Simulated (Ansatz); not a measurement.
Structures of equal composition on the (111) surface of fcc Ir: a layer of Pt in place of the second plane; a layer of Pt in place of the third plane. The slabs share one bottom face, and each structure is named by its start. These are constructed structures in small cells; real faces may alloy, dewet or reconstruct in larger ones, and not all known structures of the face are among them. Slabs of about 11 Å, Fermi-Dirac smearing of 0.1 eV. Bottom of the slabs: a bare face, its two planes held. Relaxed from the named starts with such symmetry as they have, on meshes of like density; energies extrapolated to zero smearing; spin only where a row says so; no spin-orbit coupling, no U. Brackets mark spin-polarised runs, whose order is one that fits the cell.

The numbers are results of PBE (plane waves to 420 eV, PAW; Ansatz, a quantum-chemistry and plane-wave program), not measurements.

### Question
Rank these by energy per 1x1 cell (lowest first), as PBE gives it.

### Answer
a layer of Pt in place of the third plane (0.000 eV), a layer of Pt in place of the second plane (0.073 eV)
